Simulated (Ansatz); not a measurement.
Abridged Ansatz (a quantum-chemistry and plane-wave program) output:

```
Relaxation: its limit of steps is 50 (relax.max_steps)
Pseudopotential: Si, paw, valence charge 4
Pseudopotential: O, paw, valence charge 6
Crystal: 12 atoms, lattice volume = 147.917 Å³
Basis set: ecut = 500 eV, 3769 PW (Γ), exchange–correlation on 144×144×200 points (64 copies of the dense FFT grid, shifted against one another)
Bands: 44, of which v1, the nominal top of the filled ones, is band 32 counted from 1 (31 counted from 0)
Symmetry: 8 space group operations
k-points: 30 of 144 (time reversal used)
Functional: x = r2scan, c = r2scan; τ floored in thin density (d = 2e-4 eV/Å³)
SCF iter   1: F=—  HF=-7117.577013 eV  |F-HF|=—  |Δ(HF+E_count)|=         —  Δρ=7.16e-3  dr2=6.81e-2  dr2_τ=1.54e0  ethr=1.77e-3  ⟨swp⟩=7.2  Hψ=7123  notcnv=0  defer=25
SCF iter   2: F=—  HF=-7118.002625 eV  |F-HF|=—  |Δ(HF+E_count)|=   4.26e-1  Δρ=4.80e-3  dr2=2.24e-2  dr2_τ=1.61e-3  ethr=1.06e-4  ⟨swp⟩=3.0  Hψ=2872  notcnv=0  defer=180
SCF 1 converged in 8 iterations: F = -7118.000001 eV  dr2 = 3.07e-11
relax step   1: F+E_penalty+E_count = -7118.00000133 eV  Δ(F+E_penalty+E_count) = +0.000e0 eV  max|allowed force component| = 1.623e0 eV/Å  Δτ_max = 0.0000 Å  (8 SCF iters, accepted)
Crystal: 12 atoms, lattice volume = 147.917 Å³
SCF iter   1: F=—  HF=-7119.134085 eV  |F-HF|=—  |Δ(HF+E_count)|=         —  Δρ=1.38e-2  dr2=2.07e-1  dr2_τ=1.78e0  ethr=3.25e-4  ⟨swp⟩=1.3  Hψ=5443  notcnv=0  defer=182
SCF iter   2: F=—  HF=-7118.918939 eV  |F-HF|=—  |Δ(HF+E_count)|=   2.15e-1  Δρ=7.34e-3  dr2=5.72e-2  dr2_τ=2.71e-3  ethr=3.24e-4  ⟨swp⟩=3.2  Hψ=2011  notcnv=0  defer=182
SCF 2 converged in 8 iterations: F = -7118.907818 eV  dr2 = 3.37e-10
relax step   2: F+E_penalty+E_count = -7118.90781829 eV  Δ(F+E_penalty+E_count) = -9.078e-1 eV  max|allowed force component| = 1.384e0 eV/Å  Δτ_max = 0.0680 Å  (8 SCF iters, accepted)
Crystal: 12 atoms, lattice volume = 147.917 Å³
SCF iter   1: F=—  HF=-7120.561442 eV  |F-HF|=—  |Δ(HF+E_count)|=         —  Δρ=3.86e-2  dr2=1.82e0  dr2_τ=1.38e1  ethr=2.85e-3  ⟨swp⟩=1.0  Hψ=7034  notcnv=0  defer=22
SCF iter   2: F=—  HF=-7119.839765 eV  |F-HF|=—  |Δ(HF+E_count)|=   7.22e-1  Δρ=1.87e-2  dr2=3.60e-1  dr2_τ=1.92e-2  ethr=2.85e-3  ⟨swp⟩=3.4  Hψ=2182  notcnv=0  defer=22
SCF 3 converged in 9 iterations: F = -7119.770557 eV  dr2 = 1.17e-10
relax step   3: F+E_penalty+E_count = -7119.77055731 eV  Δ(F+E_penalty+E_count) = -8.627e-1 eV  max|allowed force component| = 1.586e0 eV/Å  Δτ_max = 0.1958 Å  (9 SCF iters, accepted)
Crystal: 12 atoms, lattice volume = 147.917 Å³
[...]
  atom   7  O     -0.00080261     0.00225440    -0.00169110
  atom   8  O     -0.00080261    -0.00225440     0.00169110
  atom   9  O     -0.00225440    -0.00080261    -0.00169110
  atom  10  O     -0.00225440     0.00080261     0.00169110
  atom  11  O      0.00225440    -0.00080261     0.00169110
  atom  12  O      0.00225440     0.00080261    -0.00169110
--- Stress (GPa, compression-positive) ---
        3.864235       0.000000       0.000000
        0.000000       3.864235       0.000000
        0.000000       0.000000       2.411996
  P = ⅓ Tr σ = 3.3802 GPa (33.802 kbar)
--- Relaxed structure (6 steps of the walk, 6 accepted, 0 SCFs on fresh bases) ---
  atoms:
    - { symbol: Si, position: [0.3243137808722938, 0.3243137808722938, 1.756453713490523e-19] }
    - { symbol: Si, position: [0.8243137808722939, 0.17568621912770624, 0.75] }
    - { symbol: Si, position: [0.17568621912770624, 0.8243137808722939, 0.25] }
    - { symbol: Si, position: [0.6756862191277063, 0.6756862191277063, 0.5] }
    - { symbol: O, position: [0.22916300730121772, 0.15266319019174132, 0.2004167760439546] }
    - { symbol: O, position: [0.7291630073012179, 0.34733680980825865, 0.5495832239560454] }
    - { symbol: O, position: [0.27083699269878236, 0.6526631901917415, 0.0495832239560454] }
    - { symbol: O, position: [0.7708369926987823, 0.8473368098082587, 0.7004167760439548] }
    - { symbol: O, position: [0.8473368098082587, 0.7708369926987823, 0.2995832239560454] }
    - { symbol: O, position: [0.34733680980825865, 0.7291630073012179, 0.4504167760439546] }
    - { symbol: O, position: [0.6526631901917415, 0.27083699269878236, 0.9504167760439547] }
    - { symbol: O, position: [0.15266319019174132, 0.22916300730121772, 0.7995832239560452] }
```

Question: What was computed, and what are the main results?

Answer: SiO2, 12 atoms in the cell, with plane-wave PAW DFT at the r2SCAN level (Ansatz, 500 eV), no SOC. The last SCF converged to F = -7120.094408 eV, or -593.3412 eV per atom, at a pressure of 3.38 GPa. The total energy compares only with runs of the same code, potentials and settings.

The cells carry an imposed strain or load. Whether these cells are dynamically stable was not tested. The cell was made from SiO₂ (space group P4_12_12, No. 92) by this change: isotropic strain −4.83 %.

Keys are those of Ansatz 0.2.
